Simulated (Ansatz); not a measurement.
## Li₂S (Fm-3m): band-edge transport data

```
CELL_PARAMETERS angstrom
      0.00000     2.82744     2.82744
      2.82744     0.00000     2.82744
      2.82744     2.82744     0.00000
ATOMIC_POSITIONS crystal
  Li 0.75000 0.75000 0.75000
  Li 0.25000 0.25000 0.25000
  S  0.00000 0.00000 0.00000
```

These are PBEsol, rigid bands (plane waves, PAW, scalar-relativistic; Ansatz, a first-principles code) values and carry that method's errors. Geometry: cell and atoms relaxed with PBEsol.

```
Quantity                                                                                                                                                       Value
---------------------------------------------------------------------------------------------------------------------------------------  ---------------------------
band gap                                                                                                                                                     3.20 eV
electron conductivity mass (300 K, dilute)                                                                                                                   0.40 mₑ
hole conductivity mass (300 K, dilute)                                                                                                                       1.12 mₑ
effective density of states N_c (300 K)                                                                                                                  2.0e19 cm⁻³
effective density of states N_v (300 K)                                                                                                                  1.8e20 cm⁻³
density-of-states mass, electrons                                                                                                                            0.86 mₑ
density-of-states mass, holes                                                                                                                                 3.7 mₑ
Seebeck coefficient, n-type 1e19 cm⁻³, 300 K                                                                                                               -278 μV/K
best n-type power factor at 300 K for τ = 10 fs (best axis; densities from 1e16 to 1e21 cm⁻³ tried, whether or not they can be reached)  8.2 μW/(cm·K²) at 1e20 cm⁻³
Seebeck coefficient, p-type 1e19 cm⁻³, 300 K                                                                                                                456 μV/K
best p-type power factor at 300 K for τ = 10 fs (best axis; densities from 1e16 to 1e21 cm⁻³ tried, whether or not they can be reached)   23 μW/(cm·K²) at 3e20 cm⁻³
```

Rigid bands; masses and Seebeck coefficients take one relaxation time τ for all states and one kind of carrier; polarons and phonon drag are left out. Spin-orbit coupling is left out; where it splits the top of the valence band, N_v and the p-type Seebeck coefficient come out somewhat high without it.

Formula and space group known from diffraction (Crystallography Open Database), not checked to be the room-temperature form: Li2S (Fm-3m).
